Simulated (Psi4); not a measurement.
Psi4 1.11, HF/cc-pvdz, scf_type pk: C[C@@](C#N)(CO)C[SiH3], 19 atoms. The geometry is a generated start, not checked to be a minimum at this level.

```yaml
task: energy
method: scf
basis: cc-pvdz
scf_type: pk
guess: auto, which took SAD (default)
diis_max_vecs: 10 (default)
scf_initial_accelerator: adiis (default)
e_convergence: 1e-06 (default)
d_convergence: 1e-06 (default)
basis_functions: 171
```

On 4 threads. Build: conda-forge: OpenMP (LLVM), MKL, Libint2. Single runs; times are not shown.

Values of memory tried: 8 GB, 4 GB, 2 GB, 1 GB, 0.5 GB, 0.3 GB.

Q: What happens as the memory setting falls?

A: It runs down to 0.3 GB, the lowest tried, with the same result. At 8 GB: SCF: PK in core. From 2 GB down: SCF: PK on disk.

| memory | path | peak memory |
|---|---|---|
| 8 GB | SCF: PK in core | 2.1 GiB |
| 4 GB | SCF: PK in core | 2.1 GiB |
| 2 GB | SCF: PK on disk | 1.8 GiB |
| 1 GB | SCF: PK on disk | 1.1 GiB |
| 0.5 GB | SCF: PK on disk | 0.77 GiB |
| 0.3 GB | SCF: PK on disk | 0.64 GiB |

Peak memory is the kernel's count for the largest process, libraries included and scratch files not. The peak passes the setting at 1 GB, 0.5 GB, 0.3 GB: it is no hard cap.
